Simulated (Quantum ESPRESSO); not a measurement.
σxx against uniaxial strain in fluorite-structure HfO2 (space group 225): C11 (Quantum ESPRESSO, PBEsol)

```xyz
3
Lattice="0.0000 2.5156 2.5156 2.4779 0.0000 2.5156 2.4779 2.5156 0.0000" Properties=species:S:1:pos:R:3 pbc="T T T"
Hf     0.0000     0.0000     0.0000
O      1.2389     1.2578     1.2578
O      3.7168     3.7734     3.7734
```

Method: PBEsol, GBRV 1.5 ultrasoft (PBESOL) pseudopotentials (plane waves; Quantum ESPRESSO). Settings: ecutwfc = 52 Ry; ecutrho = 416 Ry; occupations = smearing; smearing = fermi-dirac; degauss = 0.000734986 Ry; potentials = {Hf: hf_pbesol_v1.uspp.F.UPF, O: o_pbesol_v1.2.uspp.F.UPF}; K_POINTS = automatic 14 14 14 0 0 0; conv_thr = 1e-10 Ry; mixing_beta = 0.5. The cell above is the first row's. The rows stretch one cube axis (x) by the strain ε and hold the other two. Stress is positive in tension. In all rows fractional positions and the k mesh are held.

```
ε (%)  σxx (GPa)
-----  ---------
-1.5           ?
-1.0       -5.72
-0.5       -2.67
0.0         0.31
0.5         3.23
1.0         6.08
1.5         8.87
2.0        11.60
```

Question: Fit σxx against ε with a parabola, and predict the withheld value at ε = -1.5.

Answer: Least squares gives σxx = 0.310 + 5.9002·ε - 0.1281·ε². Residuals (row less fit): -0.002, 0.002, 0.000, 0.002, -0.002, -0.002, 0.002; standard error 0.002 (degrees of freedom: 4). The slope at ε = 0, 5.9002 GPa per cent, gives C11 ≈ 100 × 5.9002 = 590 GPa, for the static lattice. At the withheld row, σxx = 0.310 + 5.9002 × (-1.5) - 0.1281 × (-1.5)² = -8.829 GPa. The calculation gives -8.83 GPa, which the fit meets to the printed digits. The row lies outside the fitted rows, so this is an extrapolation.

Carrying the step between the two nearest rows on in a straight line would have given -8.77, off by 0.06; series whose last step already gives the withheld value aren't shown. The reference cell has the volume at which an earlier scan in this program and functional put its minimum by a fit. This is a high-temperature phase, held here by symmetry. The runs keep the symmetry of the cell, so they don't test it for distortions. The unstrained cell stands at a pressure of -0.31 GPa, and the constants belong to that pressure. By symmetry this strain leaves no force on the atoms; the largest in the rows is 0.000 eV/Å. Spin-orbit coupling is off. Cutoffs and mesh are single choices, not tested for convergence of this quantity. Series with a scatter that would blur these digits, or in which a gap closes, are not shown. Strain series were run only where this level's volume lies within 10 % of a first guess from the measured size.
